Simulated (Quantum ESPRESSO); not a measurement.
Worked example: self-consistent single point of Be5Pt (P1, 6 atoms in the cell) in Quantum ESPRESSO.

Method of the run: PBEsol, spin-orbit coupling, PSlibrary fully relativistic PAW (PBE) pseudopotentials (plane waves; Quantum ESPRESSO).

```
Be5Pt
1.0
    0.00000     2.98130     2.98130
    2.98130     0.00000     2.98130
    2.98130     2.98130     0.00000
Be Pt
5 1
Direct
  0.25693   0.26616   0.24625
  0.63690   0.61105   0.12134
  0.60390   0.12570   0.62981
  0.61243   0.62373   0.64228
  0.12997   0.63446   0.61194
  0.00987   0.98889   0.99839
```

Reference input (self-consistent single point, DFT, PBEsol, plane waves, PSlibrary PAW (PBE) pseudopotentials): ecutwfc = 45 Ry; ecutrho = 450 Ry; occupations = smearing; smearing = fermi-dirac; degauss = 0.0099958 Ry; input_dft = pbesol; potentials = {Be: Be.pbe-n-kjpaw_psl.1.0.0.UPF, Pt: Pt.pbe-n-kjpaw_psl.1.0.0.UPF}; K_POINTS = automatic 5 5 5 0 0 0; conv_thr = 1e-10 Ry. This run's input differs from it in these lines:

```diff
@@ -17,2 +17,4 @@
    degauss = 0.0099958,
+   noncolin = .true.,
+   lspinorb = .true.,
    input_dft = 'pbesol',
@@ -23,4 +25,4 @@
 ATOMIC_SPECIES
-Be     9.0122  Be.pbe-n-kjpaw_psl.1.0.0.UPF
-Pt   195.0840  Pt.pbe-n-kjpaw_psl.1.0.0.UPF
+Be     9.0122  Be.rel-pbe-n-kjpaw_psl.1.0.0.UPF
+Pt   195.0840  Pt.rel-pbe-n-kjpaw_psl.1.0.0.UPF
 ATOMIC_POSITIONS {crystal}
```

Log, with long lists cut:

```
     Self-consistent Calculation

     iteration #  1     ecut=    45.00 Ry     beta= 0.70

     total energy              =    -775.70471194 Ry
     estimated scf accuracy    <       1.19531324 Ry

     iteration #  2     ecut=    45.00 Ry     beta= 0.70

     total energy              =    -776.22700052 Ry
     estimated scf accuracy    <       2.02787641 Ry

     iteration #  3     ecut=    45.00 Ry     beta= 0.70

     total energy              =    -776.34820093 Ry
     estimated scf accuracy    <       0.17778275 Ry

   [... 13 blocks of this kind left out ...]

     iteration # 17     ecut=    45.00 Ry     beta= 0.70

     total energy              =    -776.46884919 Ry
     estimated scf accuracy    <          5.0E-10 Ry

     iteration # 18     ecut=    45.00 Ry     beta= 0.70
     End of self-consistent calculation

     the Fermi energy is    11.2246 ev

!    total energy              =    -776.46884919 Ry
     estimated scf accuracy    <          3.8E-11 Ry
     smearing contrib. (-TS)   =      -0.00129131 Ry
     internal energy E=F+TS    =    -776.46755788 Ry

     convergence has been achieved in  18 iterations

     Forces acting on atoms (cartesian axes, Ry/au):

     atom    1 type  1   force =    -0.00702208   -0.00000575   -0.01191222
     atom    2 type  1   force =     0.01786687    0.01018936    0.00338124
     atom    3 type  1   force =    -0.00341845    0.01743740    0.01797575
     atom    4 type  1   force =    -0.03282187   -0.00659864    0.00618502
     atom    5 type  1   force =     0.00582177   -0.00485499   -0.01090382
     atom    6 type  2   force =     0.01957376   -0.01616737   -0.00472598

     Total force =     0.057156     Total SCF correction =     0.000001

          total   stress  (Ry/bohr**3)                   (kbar)     P=      -14.47
  -0.00009102  -0.00001290  -0.00001790          -13.39       -1.90       -2.63
  -0.00001290  -0.00010915   0.00002985           -1.90      -16.06        4.39
  -0.00001790   0.00002985  -0.00009491           -2.63        4.39      -13.96

   JOB DONE.
```

The run converged in 18 iterations. Against the reference run the pressure goes from -1.25 to -1.45 GPa and the largest force stays at 0.875 eV/Å. The full log also holds: “c_bands:  4 eigenvalues not converged”.

The starting cell comes from a database of computed structures (which also holds hypothetical and non-ambient phases and stackings), without a prior relaxation at this level. Its atoms were displaced at random from the sites of space group no. 216.

Cost on one core of a shared machine: roughly 3 min.
